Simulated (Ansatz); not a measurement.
Base system: Al in the fcc (Cu type) structure (space group Fm-3m, No. 225; a = 4.041 Å; relaxed with 0.1 eV smearing).

The values are results of Ansatz (a quantum-chemistry and plane-wave program) PBE, scalar-relativistic without spin-orbit coupling, earlier PAW set, not measurements.

Base values:

* **Pressure**: 0.0 GPa

The change: an isotropic linear strain of −1.57 %, atoms relaxed at fixed cell.

Problem. How does this affect the energy relative to the base and pressure?

Solution. The energy increases by 9.4 meV/atom; the pressure goes from zero to 4.1 GPa.

No phonon test of stability was made.
